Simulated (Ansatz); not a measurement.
**Zinc-blende CaO (model structure)**

Computed with r²SCAN (PAW; Ansatz, a first-principles code).

Numerical settings: plane-wave cutoff 500 eV, 14×14×14 k mesh, Fermi–Dirac smearing 0.05 eV, scalar-relativistic PAW data made under PBE.

Cell (relaxed at this level):

```
CaO
1.0
    0.00000     2.60593     2.60593
    2.60593     0.00000     2.60593
    2.60593     2.60593     0.00000
Ca O
1 1
Cartesian
  0.00000   0.00000   0.00000
  1.30296   1.30296   1.30296
```

```yaml
band_gap: 3.76 eV (on the SCF k mesh)
```

Note: the relaxation could raise the start's symmetry but not lower it, so the cell can be a saddle point.

Computed values are for the static lattice.

The result took about 19 core-seconds (a rough figure).

A model structure was made by putting elements into a prototype or built by hand; it is no filed structure, need not be a known phase, and can be a saddle point held by its symmetry.
